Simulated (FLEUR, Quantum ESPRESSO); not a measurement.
A Quantum ESPRESSO input for a self-consistent single point of SrCuSeF (P4/nmm, 8 atoms in the cell) (DFT, PBEsol, plane waves, PseudoDojo standard norm-conserving (PBESOL) pseudopotentials):

```fortran
&CONTROL
   calculation = 'scf'
   prefix = 'SrCuSeF'
   outdir = './tmp/'
   pseudo_dir = './'
   tprnfor = .true.
   tstress = .true.
/
&SYSTEM
   ibrav = 0
   nat = 8
   ntyp = 4
   ecutwfc = 95
   occupations = 'fixed'
   nbnd = 56
/
&ELECTRONS
   conv_thr = 1.0e-11
   mixing_beta = 0.7
/
ATOMIC_SPECIES
Sr    87.6200  Sr.upf
Cu    63.5460  Cu.upf
Se    78.9710  Se.upf
F     18.9984  F.upf
CELL_PARAMETERS {angstrom}
   4.0496460000     0.0000000000     0.0000000000
   0.0000000000     4.0496460000     0.0000000000
   0.0000000000     0.0000000000     8.8051830000
ATOMIC_POSITIONS {bohr}
Sr    0.0000000000    3.8263609208   11.0127765302
Sr    3.8263609208    0.0000000000    5.6266078170
Cu    3.8263609208    3.8263609208    0.0000000000
Cu    0.0000000000    0.0000000000    0.0000000000
Se    3.8263609208    0.0000000000   13.8301570879
Se    0.0000000000    3.8263609208    2.8092272593
F     0.0000000000    0.0000000000    8.3196921736
F     3.8263609208    3.8263609208    8.3196921736
K_POINTS {automatic}
5 5 3  0 0 0
```

### Question
Translate this input to FLEUR.

### Answer
This is the input that was run; spellings and numerical settings could be chosen otherwise.

Input of the input generator:

```
SrCuSeF crystal
&input film=f /
4.0496460000 0.0000000000 0.0000000000
0.0000000000 4.0496460000 0.0000000000
0.0000000000 0.0000000000 8.8051830000
1.8897261246
1.0 1.0 1.0

8
38 0.0000000000 0.5000000000 0.6618500000
38 0.5000000000 0.0000000000 0.3381500000
29 0.5000000000 0.5000000000 -0.0000000000
29 0.0000000000 0.0000000000 -0.0000000000
34 0.5000000000 0.0000000000 0.8311700000
34 -0.0000000000 0.5000000000 0.1688300000
9 -0.0000000000 0.0000000000 0.5000000000
9 0.5000000000 0.5000000000 0.5000000000

&comp jspins=1 /
&exco xctyp='PBEs' /
&kpt div1=5 div2=5 div3=3 /
&end /
```

```xml
<?xml version="1.0" encoding="UTF-8" standalone="no"?>
<fleurInput fleurInputVersion="0.39">
   <comment>
      SrCuSeF crystal                                                                                     
   </comment>
   <calculationSetup>
      <cutoffs Kmax="3.8" Gmax="15.2" GmaxXC="15.2" numbands="0"/>
      <scfLoop itmax="60" minDistance="0.00001" maxIterBroyd="99" imix="Anderson" alpha="0.05" precondParam="0.0" spinf="2.0"/>
      <coreElectrons ctail="T" frcor="F" kcrel="0" coretail_lmax="0"/>
      <xcFunctional name="PBEs" relativisticCorrections="F"/>
      <magnetism jspins="1"/>
      <soc l_soc="F" theta="0.0" phi="0.0" spav="F"/>
      <expertModes spex="0" secvar="F"/>
      <geometryOptimization l_f="T" forcealpha="1.0" forcemix="BFGS" epsdisp="0.00001" epsforce="0.00001"/>
      <ldaU l_linMix="F" mixParam="0.05" spinf="1.0"/>
   </calculationSetup>
   <cell>
      <bzIntegration valenceElectrons="88.0" mode="hist" fermiSmearingEnergy="0.0001">
         <kPointListSelection listName="default-1"/>
         <!-- k-points included here -->
         <xi:include xmlns:xi="http://www.w3.org/2001/XInclude" href="kpts.xml"> </xi:include>
      </bzIntegration>
      <!-- symmetry operations included here -->
      <xi:include xmlns:xi="http://www.w3.org/2001/XInclude" href="sym.xml"> </xi:include>
      <bulkLattice scale="1.0">
         <bravaisMatrix>
            <row-1>    7.6527218415818909     0.0000000000000000     0.0000000000000000</row-1>
            <row-2>    0.0000000000000000     7.6527218415818909     0.0000000000000000</row-2>
            <row-3>    0.0000000000000000     0.0000000000000000    16.6393843469837996</row-3>
         </bravaisMatrix>
      </bulkLattice>
   </cell>
   <atomSpecies>
      <species name="Strontium (Sr)" element="Sr" atomicNumber="38">
         <mtSphere radius="2.63" gridPoints="925" logIncrement="0.014"/>
         <atomicCutoffs lmax="10" lnonsphr="8"/>
         <electronConfig flipSpins="F">
            <coreConfig>(1s1/2) (2s1/2) (2p1/2) (2p3/2) (3s1/2) (3p1/2) (3p3/2) (3d3/2) (3d5/2)</coreConfig>
            <valenceConfig>(4s1/2) (4p1/2) (4p3/2) (5s1/2)</valenceConfig>
         </electronConfig>
         <energyParameters s="5" p="5" d="4" f="4"/>
         <lo type="SCLO" l="0" n="4" eDeriv="0"/>
         <lo type="SCLO" l="1" n="4" eDeriv="0"/>
      </species>
      <species name="Copper (Cu)" element="Cu" atomicNumber="29">
         <mtSphere radius="2.21" gridPoints="781" logIncrement="0.016"/>
         <atomicCutoffs lmax="8" lnonsphr="6"/>
         <electronConfig flipSpins="F">
            <coreConfig>(1s1/2) (2s1/2) (2p1/2) (2p3/2) (3s1/2) (3p1/2) (3p3/2)</coreConfig>
            <valenceConfig>(4s1/2) (3d3/2) (3d5/2)</valenceConfig>
            <stateOccupation state="(4s1/2)" spinUp="0.5" spinDown="0.5"/>
         </electronConfig>
         <energyParameters s="4" p="4" d="3" f="4"/>
      </species>
      <species name="Selenium (Se)" element="Se" atomicNumber="34">
         <mtSphere radius="2.21" gridPoints="781" logIncrement="0.016"/>
         <atomicCutoffs lmax="8" lnonsphr="6"/>
         <electronConfig flipSpins="F">
            <coreConfig>(1s1/2) (2s1/2) (2p1/2) (2p3/2) (3s1/2) (3p1/2) (3p3/2)</coreConfig>
            <valenceConfig>(4s1/2) (3d3/2) (3d5/2) (4p1/2) (4p3/2)</valenceConfig>
            <stateOccupation state="(4p1/2)" spinUp="0.6666666666667" spinDown="0.6666666666667"/>
            <stateOccupation state="(4p3/2)" spinUp="1.3333333333333" spinDown="1.3333333333333"/>
         </electronConfig>
         <energyParameters s="4" p="4" d="3" f="4"/>
      </species>
      <species name="Fluorine (F)" element="F" atomicNumber="9">
         <mtSphere radius="1.57" gridPoints="555" logIncrement="0.019"/>
         <atomicCutoffs lmax="6" lnonsphr="4"/>
         <electronConfig flipSpins="F">
            <coreConfig>(1s1/2)</coreConfig>
            <valenceConfig>(2s1/2) (2p1/2) (2p3/2)</valenceConfig>
            <stateOccupation state="(2p1/2)" spinUp="0.8333333333333" spinDown="0.8333333333333"/>
            <stateOccupation state="(2p3/2)" spinUp="1.6666666666667" spinDown="1.6666666666667"/>
         </electronConfig>
         <energyParameters s="2" p="2" d="3" f="4"/>
      </species>
   </atomSpecies>
   <atomGroups>
      <atomGroup species="Strontium (Sr)">
         <relPos label="                   1">-1.000/4.000 1.000/4.000 -.3381500000</relPos>
         <relPos label="                   2">1.000/4.000 -1.000/4.000 .3381500000</relPos>
         <force calculate="T" relaxXYZ="TTT"/>
      </atomGroup>
      <atomGroup species="Copper (Cu)">
         <relPos label="                   3">1.000/4.000 1.000/4.000 .0000000000</relPos>
         <relPos label="                   4">-1.000/4.000 -1.000/4.000 .0000000000</relPos>
         <force calculate="T" relaxXYZ="TTT"/>
      </atomGroup>
      <atomGroup species="Selenium (Se)">
         <relPos label="                   5">1.000/4.000 -1.000/4.000 -.1688300000</relPos>
         <relPos label="                   6">-1.000/4.000 1.000/4.000 .1688300000</relPos>
         <force calculate="T" relaxXYZ="TTT"/>
      </atomGroup>
      <atomGroup species="Fluorine (F)">
         <relPos label="                   7">-1.000/4.000 -1.000/4.000 1.000/2.000</relPos>
         <relPos label="                   8">1.000/4.000 1.000/4.000 1.000/2.000</relPos>
         <force calculate="T" relaxXYZ="TTT"/>
      </atomGroup>
   </atomGroups>
   <output dos="F" band="F" slice="F">
      <checks vchk="F" cdinf="F"/>
      <bandDOS minEnergy="-.5*Htr" maxEnergy="0.5*Htr" sigma="0.015" storeEVData="T"/>
      <vacuumDOS vacdos="F" integ="F" star="F" nstars="0" locx1="0.0" locy1="0.0" locx2="0.0" locy2="0.0" nstm="0" tworkf="0.0"/>
      <unfoldingBand unfoldBand="F" supercellX="1" supercellY="1" supercellZ="1"/>
      <plotting iplot="0" polar="F">
         <plot TwoD="T" vec1="  1.0  0.0  0.0" vec2="  0.0  1.0  0.0" vec3="  0.0  0.0  1.0" zero="  0.0  0.0  0.0" file="plot"/>
      </plotting>
      <chargeDensitySlicing numkpt="0" minEigenval="0.0" maxEigenval="0.0" nnne="0" pallst="F"/>
      <specialOutput eonly="F"/>
      <magneticCircularDichroism mcd="F" energyLo="-10.0" energyUp="0.0"/>
   </output>
  <!-- We include the file relax.xml here to enable relaxations (see documentation) -->
  <xi:include xmlns:xi="http://www.w3.org/2001/XInclude" href="relax.xml"> <xi:fallback/> </xi:include>
</fleurInput>
```

Basis settings and potentials, where a program has them, do not carry over. This input uses DFT, PBEsol, all-electron FLAPW (FLEUR), scalar-relativistic valence.

The starting cell comes from a database of computed structures (which also holds hypothetical and non-ambient phases and stackings), without a prior relaxation at this level. Its lattice was rescaled by a random factor within 2.5 % of one. For this run, on top of that: lattice scaled by 0.98.
